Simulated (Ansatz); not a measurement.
Relaxation of the outer planes of the (11-20) surface of hcp Os in its 1x1 cell, outermost plane spacing 1.38 Å in the ideal cut.

Level of theory: PBE (plane waves to 420 eV, PAW; Ansatz, an electronic-structure program).

Model: 16-atom slab, 9.6 Å thick at the start (thin: gaps and levels are the slab's own), 9x8x1 mesh, Fermi-Dirac 0.1 eV, dipole correction, all atoms relaxed; held to the start's symmetry, so lower structures may exist; no spin, no spin-orbit, no U.

| plane | atoms | bulk spacing to the next (Å) | relaxed spacing (Å) | change (%) | rumpling (Å) |
|---|---|---|---|---|---|
| 1 | 2 Os | 1.377 | 1.248 | -9.3 | 0.00 |
| 2 | 2 Os | 1.377 | 1.387 | 0.7 | 0.00 |
